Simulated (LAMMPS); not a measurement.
MD of V (bcc) at zero pressure, 1024 atoms, as a liquid; each row is its own run.

Model: classical MD, pair style meam, file MoCoNiVFeAlCr_2nn.meam, run in LAMMPS.

```
T (K)  volume (Å³/atom)
-----  ----------------
1200             14.685
1530             14.894
1750             15.038
1960             15.194
2180             15.353
2400             15.522
2730             15.789
3060             16.065
3490             16.440
```

Task: Fit a straight line, y = a + b x, to these rows (x is the first column, y the second) and predict the run at x = 2840.

Result: Least squares gives a = 13.707 and b = 0.0007694. At x = 2840 the fit predicts 15.892 Å³/atom. The run itself gave 15.878 ± 0.004 Å³/atom, so the fit is 0.088 % high.

Caution (row 1200): this liquid lies under the melting point of about 1480 K that MEAM MoCoNiVFeAlCr_2nn.meam gives, so it is undercooled.
